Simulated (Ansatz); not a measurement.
We consider HfO₂ (P4₂/mnm, No. 136, 6 atoms in the cell; start mp-776532; a measured phase of this formula has another space group), described by HSE06 (plane waves, PAW; Ansatz, a program for electronic structure).

Run with plane-wave cutoff 460 eV, 6×6×8 k mesh (along the axes of the cell as run), Fermi–Dirac smearing 0.01 eV, scalar-relativistic PAW data made under PBE.

Cell (relaxed with PBEsol):

```xyz
6
Lattice="4.8301 0.0000 0.0000 0.0000 4.8301 0.0000 0.0000 0.0000 3.2099" Properties=species:S:1:pos:R:3 pbc="T T T"
Hf     0.0000     0.0000     0.0000
Hf     2.4151     2.4151     1.6049
O      0.9418     3.8883     1.6049
O      3.8883     0.9418     1.6049
O      3.3568     3.3568     0.0000
O      1.4733     1.4733     0.0000
```

What does this level give for the band gap?


* **band gap**: 5.66 eV (on the SCF k mesh)

Note: cell and atoms aren't relaxed at this level (largest force component 0.03 eV/Å, pressure 1.9 GPa).

Spin–orbit coupling is not included.

Computed values are for the static lattice.

Cost on a shared machine: around 6 core-minutes (rough).

A start named mp-… is a Materials Project structure, which need not be a measured phase.
